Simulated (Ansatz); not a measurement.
InAs (model structure, started from the BN type, Pm-3n, No. 223, 12 atoms in the cell)

The numbers are results of HSE06 in Ansatz (PAW), not measurements.

Run with plane-wave cutoff 460 eV, 4×4×4 k mesh, Fermi–Dirac smearing 0.01 eV, scalar-relativistic PAW data made under PBE.

Cell (relaxed with PBEsol):

```
InAs
1.0
    7.50237     0.00000     0.00000
    0.00000     7.50237     0.00000
    0.00000     0.00000     7.50237
In As
6 6
Direct
  0.25000   0.00000   0.50000
  0.50000   0.25000   0.00000
  0.50000   0.75000   0.00000
  0.75000   0.00000   0.50000
  0.00000   0.50000   0.75000
  0.00000   0.50000   0.25000
  0.25000   0.50000   0.00000
  0.00000   0.25000   0.50000
  0.00000   0.75000   0.50000
  0.75000   0.50000   0.00000
  0.50000   0.00000   0.75000
  0.50000   0.00000   0.25000
```

```
Property                        Value
--------  ---------------------------
band gap  0.45 eV (on the SCF k mesh)
```

Note: the relaxation could raise the start's symmetry but not lower it, so the cell can be a saddle point; cell and atoms aren't relaxed at this level (pressure 0.3 GPa).

Spin–orbit coupling is not included.

Static lattice: no zero-point or thermal effects.

The result took roughly 13 core-minutes.

A model structure was made by putting elements into a prototype or built by hand; it is no filed structure, need not be a known phase, and can be a saddle point held by its symmetry.

Ansatz is a quantum-chemistry and plane-wave program.
